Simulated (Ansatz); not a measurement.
Seebeck coefficient (μV/K, mean over directions) of n-type Nb$_{2}$Sn$_{2}$O$_{7}$ (Fd-3m) against carrier density, PBEsol, rigid bands in Ansatz (a first-principles code). Computed gap 0.94 eV; densities at which minority carriers matter at this gap, or further valleys turn the trend, are left out. Conductivity mass 1.12 mₑ (harmonic mean over directions), N_c = 5.2e19 cm⁻³ at 300 K.

```tsv
electron density	300 K	500 K
1e18 cm⁻³	-555	(withheld)
3e18 cm⁻³	-461	-581
1e19 cm⁻³	-359	-479
3e19 cm⁻³	-269	(withheld)
1e20 cm⁻³	-182	(withheld)
3e20 cm⁻³	-127	-222
1e21 cm⁻³	-115	-168
```

**Question.** Complete the blanks.

**Answer.** 
- 1e18 cm⁻³, 500 K: -676
- 3e19 cm⁻³, 500 K: -387
- 1e20 cm⁻³, 500 K: -293

Rigid bands with a gap fixed in temperature, one relaxation time for all states, no polarons or phonon drag, and whether or not such doping can be reached. Spin-orbit coupling is left out.

Computed structure with no diffraction record at hand here (it may be known, metastable or hypothetical): Nb2Sn2O7 (Fd-3m).
